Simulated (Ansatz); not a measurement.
The starting structures come from a database of crystals and need not be the phases stable at ambient conditions.

 Where the default PAW files enter, the runs use the earlier of Ansatz's two default sets.

Tunnelling through a barrier is set by its complex band structure: the current falls as exp(−2κd) with the smallest κ.

Input:

```yaml
crystal:
  lattice:
    - [5.15595, 0.00000, 0.00000]
    - [0.00000, 5.24957, 0.00000]
    - [0.00000, 0.88779, 5.10770]
  atoms:
    - { symbol: Sc, position: [0.52751, 0.71225, 0.69219] }
    - { symbol: Sc, position: [0.47249, 0.28775, 0.30781] }
    - { symbol: Sc, position: [0.02751, 0.78775, 0.30781] }
    - { symbol: Sc, position: [0.97249, 0.21225, 0.69219] }
    - { symbol: O, position: [0.25371, 0.98784, 0.54410] }
    - { symbol: O, position: [0.74629, 0.01216, 0.45590] }
    - { symbol: O, position: [0.75371, 0.51216, 0.45590] }
    - { symbol: O, position: [0.24629, 0.48784, 0.54410] }
    - { symbol: F, position: [0.67469, 0.34217, 0.94311] }
    - { symbol: F, position: [0.32531, 0.65783, 0.05689] }
    - { symbol: F, position: [0.17469, 0.15783, 0.05689] }
    - { symbol: F, position: [0.82531, 0.84217, 0.94311] }
```

Space group of this cell: P2_1/c. The cell is taken as given; by r2SCAN its mean pressure is -1.0 GPa.

Transport runs along the normal of the first two printed cell vectors.

The gap is the functional's own, uncorrected, and κ follows it; spin-orbit coupling is left out. Mid-gap values are interpolated between the computed energies.

Q: State the band gap and the smallest decay constant κ at mid-gap according to Ansatz (a first-principles code) with r2SCAN.

A: Gap 5.02 eV on a 6×6×6 mesh; κ = 0.539 1/Å, at the zone centre.
